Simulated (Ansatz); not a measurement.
Sn, element substitutions

Start from Sn (space group I4_1/amd, No. 141; a = 5.888 Å, c = 3.185 Å).

Each row replaces one element on all its sites; cell and atoms are relaxed.

Computed with r2SCAN, PAW, 500 eV (Ansatz, a quantum-chemistry and plane-wave program; no spin-orbit coupling), earlier PAW set.

```tsv
variant	volume per atom	space group	band gap
base	27.60 Å³	I4_1/amd (No. 141)	zero
Sn → Cd	___	I4_1/amd (No. 141)	zero
Sn → C	___	Fd-3m (No. 227)	4.36 eV
Sn → Ni	___	I4_1/amd (No. 141)	zero
Sn → H	___	Fd-3m (No. 227)	zero
```

Task: Complete the table.

Result: 
- Sn → Cd, volume per atom: 24.56 Å³
- Sn → C, volume per atom: 5.64 Å³
- Sn → Ni, volume per atom: 11.57 Å³
- Sn → H, volume per atom: 3.35 Å³

The magnetic state is the one reached from the starting moments; the real material's order can differ, and small cells can't hold many antiferromagnetic ones. Whether these cells are dynamically stable was not tested. As relaxed here, Cd, Ni and H are hypothetical phases, not in the database extracts checked.
